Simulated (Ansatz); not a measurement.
Results of G0W0@PBEsol (plane waves, hard PAW, contour deformation; Ansatz, an electronic-structure program) for BeAlNO (model structure, started from the AlSiCN type, P3m1, No. 156, 4 atoms in the cell).

The cell is the one relaxed with PBEsol. Conventional cell: a = 2.9837 Å, b = 2.9837 Å, c = 4.6518 Å, α = 90.00°, β = 90.00°, γ = 120.00°.

The quasiparticle gap at Γ at a fixed k mesh 6×6×2:

| response cutoff | value (eV) |
|---|---|
| 150 eV, 275 empty bands | 6.492 |
| 200 eV, 423 empty bands | 6.571 |
| 250 eV, 591 empty bands | 6.604 |
| 300 eV, 777 empty bands | 6.623 |

Task: Taking the value to converge with the response cutoff E as E^(−3/2), extrapolate from the last two rows.

Result: With y = y∞ + c/w and weights w = 3953 and 5196 for the last two rows, y∞ = (w2 y2 − w1 y1)/(w2 − w1) = (5196 × 6.623 − 3953 × 6.604)/1243 = 6.683 eV, which lies 0.060 beyond the last row. Successive pairs of rows give 6.717, 6.687, 6.683. The limit also hangs on the law assumed, so its last digits aren't firm.

The other settings are not extrapolated, so this is the limit in one setting alone.

A model structure was made by putting elements into a prototype or built by hand; it is no filed structure, need not be a known phase, and can be a saddle point held by its symmetry.
